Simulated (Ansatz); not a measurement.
Band structure of InPd3 (I4/mmm, 4 atoms in the cell).

```
InPd3
1.0
   -2.06616     2.06616     3.75950
    2.06616    -2.06616     3.75950
    2.06616     2.06616    -3.75950
In Pd
1 3
Direct
  0.00000   0.00000   0.00000
  0.75000   0.25000   0.50000
  0.25000   0.75000   0.50000
  0.50000   0.50000   0.00000
```

Computed with PBEsol, PAW files made with PBE (plane waves; Ansatz, a first-principles code).

Settings: basis.ecutwfc = 30.9 Ry; kpoints.mp_grid.grid = 9 9 9; hamiltonian.xc = pbesol; hamiltonian.pseudopotentials = {kind: paw} (the program's default PAW files); scf.occupations.method = fermi_dirac; scf.occupations.width = 0.0073 Ry; kpoints.band_path.npoints = 8.

The starting cell comes from a database of computed structures (which also holds hypothetical and non-ambient phases and stackings), without a prior relaxation at this level. Spin polarisation is off.

Levels in eV from the Fermi level, bands 31 to 38:
```tsv
point	31	32	33	34	35	36	37	38
Γ	-0.92	-0.92	-0.26	2.39	4.77	5.62	5.62	6.74
X	-1.00	-0.61	-0.59	-0.57	-0.39	0.92	3.89	5.00
Y	-1.00	-0.69	-0.63	-0.33	-0.32	0.96	5.51	6.70
S	-1.31	-1.29	-0.40	-0.06	-0.03	3.57	6.44	8.42
Z	-0.49	-0.36	-0.36	-0.26	0.66	0.66	6.09	7.21
S1	-1.31	-1.29	-0.40	-0.06	-0.03	3.57	6.44	8.42
N	-1.45	-1.40	-0.51	-0.18	2.93	3.80	6.20	6.62
P	-1.38	-0.80	-0.62	-0.50	0.60	0.60	5.53	6.58
Y1	-1.00	-0.69	-0.63	-0.33	-0.32	0.96	5.51	6.70
```

Bands cross the Fermi level along this path, so the cell is metallic at this level.

Keys are those of Ansatz 0.2.
